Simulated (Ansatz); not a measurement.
**What Ni → Be does to NiSi2**

The parent structure is NiSi$_{2}$ (space group Fm-3m, No. 225; a = 5.390 Å; non-magnetic).

Perturbation: Be takes the place of Ni on all its sites, then cell and atoms are relaxed.

Method: plane-wave PAW DFT at the PBEsol level (Ansatz, a first-principles code, 420 eV), without spin-orbit coupling. Γ-centred 15×15×15 mesh, Fermi–Dirac width 0.05 eV.

* **Volume per atom**: 13.12 Å³ (base 13.05 Å³)
* **Density**: 2.75 g/cm³ (base 4.87 g/cm³)
* **Lattice parameter a**: 5.400 Å (base 5.390 Å)
* **Space group**: Fm-3m (No. 225) (base Fm-3m (No. 225))
* **Shortest interatomic distance**: 2.338 Å (base 2.334 Å)
* **Band gap**: zero (base zero)

Final structure:

```
BeSi2
1.0
    0.00000     2.69984     2.69984
    2.69984     0.00000     2.69984
    2.69984     2.69984     0.00000
Be Si
1 2
Direct
  0.00000   0.00000   0.00000
  0.25000   0.25000   0.25000
  0.75000   0.75000   0.75000
```

No phonon test of stability was made. As relaxed here, BeSi2 is a hypothetical phase, not in the database extracts checked. Seeded moments were not kept for the base. All final runs are without spin polarisation.
